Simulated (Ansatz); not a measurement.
The parent structure is K2Se in the anti-fluorite structure (space group Fm-3m, No. 225).

```
K2Se
1.0
    0.00000     3.80484     3.80484
    3.80484     0.00000     3.80484
    3.80484     3.80484     0.00000
K Se
2 1
Cartesian
  1.90242   1.90242   1.90242
  5.70725   5.70725   5.70725
  0.00000   0.00000   0.00000
```

Cartesian axes are those of the cell as printed.

Level of theory: PBEsol (Ansatz, a program for electronic structure), without spin-orbit coupling.

For the base:

```
Property                Value
-------------------  --------
Smallest direct gap   2.27 eV
Band gap              2.11 eV
Volume per atom      36.72 Å³
```

The change: tensile biaxial strain of 1.00 % in the plane normal to [001], as in epitaxy on a mismatched substrate; the out-of-plane cell vector and the atoms relax.

### Question
How does this affect the smallest direct gap?

### Answer
The smallest direct gap falls by 0.05 eV (2.27 eV → 2.22 eV).

### Question
Estimate the effect on the band gap.

### Answer
The band gap decreases by 0.04 eV (2.11 eV → 2.07 eV).

### Question
Estimate the effect on the volume per atom.

### Answer
The volume per atom grows by 0.495 Å³, from 36.72 Å³ to 37.22 Å³.

Gaps are read on the SCF mesh and a high-symmetry path. Whether these cells are dynamically stable was not tested.
